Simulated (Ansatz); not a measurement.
## Computed paths: interstitial Cu in zinc-blende AlP, charge state +1

Consider interstitial Cu in zinc-blende AlP, charge state +1. Calculation: PBE, PAW (plane waves to 420 eV; Ansatz, a quantum-chemistry and plane-wave program).

Settings: 64 host sites, the relaxed PBE lattice, a 2×2×2 k-point mesh shifted by half a step, smearing 0.01 eV, spin-restricted, no image-charge correction. No zero-point or tunnelling terms. The charge state is imposed; whether it is stable for some Fermi level was not computed. Sites that were not tried may lie lower.

Barriers: single points on a 3×3×3 k-point mesh shifted by half a step at the bands' geometries.

```tsv
Route	Start site over the lowest site run (eV)	Hop (Å)	Forward barrier (eV)	Backward barrier (eV)	Neighbours at the start	Neighbours at the saddle	Saddle order	Forward, on the band's own sampling (eV)
one Cu atom jumps by itself	0.00	3.89	0.60	0.60	6 Al at 2.81; 4 P at 2.41 Å	2 Al at 2.48, 2 Al at 2.55; P at 2.62, 2 P at 2.73, 2 P at 2.74, P at 2.85 Å	first order	0.60
```

Paths come from CI-NEB runs.  

The whole set of runs took very roughly 4 core-hours.
